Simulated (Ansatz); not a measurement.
System: interstitial Si in beta Ga2O3 (charge state +4). Calculation: PBE, PAW (plane waves to 420 eV; Ansatz, a quantum-chemistry and plane-wave program).

Cell of 120 host sites held at the relaxed PBE lattice; the Γ point alone; Fermi-Dirac width 0.01 eV, spin-restricted; finite-size errors left in. Static, classical nuclei. The charge state is imposed; whether it is stable for some Fermi level was not computed. Sites that were not tried may lie lower. The start lies 1.07 eV above the lowest site run (PBE).

Barriers: single points on a 2×2×2 k-point mesh shifted by half a step at the bands' geometries (they differ from the bands' own by up to 0.06 eV, and are uncertain by about as much).

The step: a concerted move, in which Ga travels most. Atoms about the jump, Cartesian Å from the middle of the jump, before and after:

| atom | x0 | y0 | z0 | x1 | y1 | z1 |
|---|---|---|---|---|---|---|
| Ga1 | 0.45 | 0.01 | -0.36 | -0.45 | -0.01 | 0.36 |
| O2 | -0.44 | 1.57 | -0.33 | -0.48 | 1.59 | -0.47 |
| O3 | -0.57 | -1.53 | -0.53 | -0.57 | -1.61 | -0.53 |
| O4 | 1.30 | -0.65 | 1.23 | 1.08 | -0.04 | 1.59 |
| O5 | 1.98 | 0.03 | -1.45 | 1.95 | -0.47 | -0.90 |
| Si6 | 2.00 | -2.05 | 0.63 | 2.00 | -1.09 | 0.63 |
| Ga7 | 0.62 | 3.09 | -0.07 | 0.62 | 3.02 | -0.07 |
| O8 | -2.75 | -0.01 | 0.47 | -2.41 | -0.02 | 0.53 |
| Ga9 | -2.42 | 1.53 | -0.71 | -2.44 | 1.62 | -0.80 |
| O10 | -2.23 | 0.02 | -2.16 | -2.24 | -0.01 | -2.12 |
| O11 | 0.18 | 1.50 | -3.12 | 0.19 | 1.52 | -3.13 |
| Ga12 | -2.48 | -1.48 | -0.80 | -2.48 | -1.66 | -0.80 |
| Ga13 | -0.45 | -3.14 | 0.36 | 0.45 | -3.15 | -0.36 |
| O14 | -1.13 | 1.49 | 2.49 | -1.13 | 1.48 | 2.48 |
| O15 | 0.18 | -1.55 | -3.15 | 0.18 | -1.59 | -3.15 |
| O16 | 1.95 | -2.67 | -0.90 | 1.98 | -3.17 | -1.45 |
| Ga17 | -0.85 | -0.02 | -3.46 | -0.82 | -0.03 | -3.38 |
| O18 | -1.16 | -1.60 | 2.46 | -1.16 | -1.54 | 2.46 |
| O19 | 1.08 | -3.10 | 1.59 | 1.30 | -2.50 | 1.23 |
| Ga20 | -2.22 | -0.03 | 2.23 | -2.28 | -0.02 | 2.43 |
| Ga21 | 2.09 | -1.52 | -2.78 | 2.09 | -1.63 | -2.78 |
| Ga22 | 0.70 | 1.66 | 3.04 | 0.76 | 1.56 | 3.00 |
| Ga23 | 0.64 | -1.58 | 3.12 | 0.64 | -1.57 | 3.12 |
| O24 | 3.52 | 1.47 | 0.44 | 3.56 | 1.50 | 0.48 |
| O25 | 1.97 | 3.09 | -1.39 | 1.97 | 3.02 | -1.39 |
| O26 | 1.09 | 3.07 | 1.74 | 1.09 | 3.04 | 1.74 |
| Ga27 | 2.12 | 1.50 | -2.88 | 2.10 | 1.63 | -2.89 |
| Ga28 | 3.98 | 0.10 | -0.86 | 4.03 | 0.06 | -0.78 |
| O29 | 3.60 | -1.79 | 0.79 | 3.60 | -1.36 | 0.79 |

Question: Where do these atoms stand at the saddle point, and how high is it?

Answer: 
| atom | x | y | z |
|---|---|---|---|
| Ga1 | 0.27 | 0.08 | -0.18 |
| O2 | -0.50 | 1.65 | -0.36 |
| O3 | -0.60 | -1.51 | -0.46 |
| O4 | 1.26 | -0.42 | 1.39 |
| O5 | 1.97 | -0.37 | -0.99 |
| Si6 | 2.01 | -1.66 | 0.43 |
| Ga7 | 0.66 | 3.07 | -0.06 |
| O8 | -2.73 | 0.01 | 0.48 |
| Ga9 | -2.47 | 1.55 | -0.72 |
| O10 | -2.24 | 0.01 | -2.14 |
| O11 | 0.21 | 1.49 | -3.06 |
| Ga12 | -2.50 | -1.54 | -0.73 |
| Ga13 | 0.04 | -3.17 | -0.05 |
| O14 | -1.13 | 1.50 | 2.48 |
| O15 | 0.17 | -1.57 | -3.09 |
| O16 | 1.86 | -2.80 | -0.90 |
| Ga17 | -0.85 | -0.03 | -3.43 |
| O18 | -1.20 | -1.56 | 2.51 |
| O19 | 1.18 | -2.86 | 1.48 |
| Ga20 | -2.23 | -0.01 | 2.26 |
| Ga21 | 2.07 | -1.57 | -2.76 |
| Ga22 | 0.72 | 1.63 | 3.03 |
| Ga23 | 0.66 | -1.56 | 3.02 |
| O24 | 3.55 | 1.49 | 0.46 |
| O25 | 1.98 | 3.05 | -1.42 |
| O26 | 1.12 | 3.07 | 1.73 |
| Ga27 | 2.13 | 1.59 | -2.95 |
| Ga28 | 4.01 | 0.07 | -0.78 |
| O29 | 3.62 | -1.63 | 0.69 |
It lies 0.60 eV above the start and 0.60 eV above the end. The saddle point's order was not checked.
